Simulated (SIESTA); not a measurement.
## Short convergence ladders for Pb (Fm-3m, 1 atom in the cell)

```xyz
1
Lattice="0.0000 2.4676 2.4676 2.4676 0.0000 2.4676 2.4676 2.4676 0.0000" Properties=species:S:1:pos:R:3 pbc="T T T"
Pb     0.0000     0.0000     0.0000
```

Base method: GGA PBE, numerical atomic orbitals DZP, PseudoDojo PBE standard norm-conserving potentials (rewritten from UPF to PSML) (SIESTA).

Base settings: XC.functional = GGA; XC.authors = PBE; potentials = PseudoDojo PBE standard; PAO.BasisSize = DZP; PAO.EnergyShift = 0.01 Ry; MeshCutoff = 300 Ry; kgrid.MonkhorstPack = 12 12 12; OccupationFunction = MP; OccupationMPOrder = 0; ElectronicTemperature = 100 meV.

Core times come from one kind of shared machine, to one figure; runs under 30 s give none.

**The width of Fermi-Dirac smearing**

In this ladder: kgrid.MonkhorstPack = 20 20 20; OccupationFunction = FD; OccupationMPOrder = default.

Narrow widths need finer meshes than wide ones, so the last steps can hold mesh noise.

Only quantities that move along the ladder and can be compared are tabulated; pressure and forces are left out, as mesh noise rules them at narrow widths.

| ElectronicTemperature | free energy less the last step's (meV/atom) |
|---|---|
| 1000 meV | -876.17 |
| 500 meV | -209.08 |
| 300 meV | -72.21 |
| 200 meV | -30.55 |
| 100 meV | -6.09 |
| 50 meV | 0.00 |

Widest ElectronicTemperature that holds the free energy within 5 meV/atom: not settled: the last two steps still differ by 6.1 meV/atom, over half the tolerance, so the ladder does not show it.

**The width of Gaussian smearing**

In this ladder: kgrid.MonkhorstPack = 20 20 20.

Narrow widths need finer meshes than wide ones, so the last steps can hold mesh noise.

Only quantities that move along the ladder and can be compared are tabulated; pressure and forces are left out, as mesh noise rules them at narrow widths.

```csv
ElectronicTemperature,free energy less the last step's (meV/atom),core time / last (rough)
1000 meV,-125.91,0.8
500 meV,-30.75,0.9
300 meV,-10.97,0.8
200 meV,-4.94,0.8
100 meV,-1.15,0.8
50 meV,0.00,1
```

Widest ElectronicTemperature that holds the free energy within 2 meV/atom: not settled: the last two steps still differ by 1.1 meV/atom, over half the tolerance, so the ladder does not show it.

**The width of Methfessel-Paxton smearing**

In this ladder: kgrid.MonkhorstPack = 20 20 20; OccupationMPOrder = 1.

Narrow widths need finer meshes than wide ones, so the last steps can hold mesh noise.

Only quantities that move along the ladder and can be compared are tabulated; pressure and forces are left out, as mesh noise rules them at narrow widths.

| ElectronicTemperature | free energy less the last step's (meV/atom) | core time / last (rough) |
|---|---|---|
| 1000 meV | 1.81 | 0.9 |
| 500 meV | 0.11 | 1 |
| 300 meV | -0.49 | 0.9 |
| 200 meV | -0.54 | 0.9 |
| 100 meV | -0.17 | 1 |
| 50 meV | 0.00 | 1 |

Widest ElectronicTemperature that holds the free energy within 1 meV/atom of the last step, with all finer ones: 500 meV; the step before is off by 1.8 meV/atom.

On the base run: the starting cell has typed, rounded lattice constants, without a prior relaxation at this level. Its lattice was rescaled by up to half a per cent. Values carry the incompleteness of an atom-centred basis. In the base run, with a pressure of about 5 GPa the cell is away from its equilibrium volume at this level.

Left out of this page: 6 runs of the series outside the window shown, repeating another row's setting, or not comparable.
